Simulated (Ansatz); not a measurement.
C11b MoSi2 was calculated with BLYP (Ansatz, a quantum-chemistry and plane-wave program, plane waves, PAW).

Numerical settings: plane-wave cutoff 520 eV, 24×24×24 k mesh, Fermi–Dirac smearing 0.05 eV, no spin polarisation, scalar-relativistic PAW data made under PBE.

Equation-of-state points:

```
V (Å³/atom)  E − E_lowest (meV/atom)  P (GPa)
-----------  -----------------------  -------
13.680                         12.98     7.58
13.965                          3.12     3.58
14.250                          0.00     0.00
14.535                          2.89    -3.19
14.820                         11.14    -6.03
```

**Question.** Fit the third-order Birch–Murnaghan equation and give B0 and B′.

**Answer.** V0 = 14.250 Å³/atom, B0 = 169 GPa, B′ = 4.7 (fit to the energies at full precision).

Shape and atoms are relaxed at each volume.

Measured, for comparison: bulk modulus 222 ± 2 GPa (room temperature, not corrected to a static lattice, B' = 4; as tabulated in Structural stability of MoSi2 and Mo5Si3 under high pressure, Chin. Phys. B 26 …). Computed (rounded) less measured: bulk modulus -24 %.

Note: the bulk modulus comes from volumes at which shape and atoms were relaxed.

Static lattice: no zero-point or thermal effects.

Computing time: roughly 15 core-minutes.
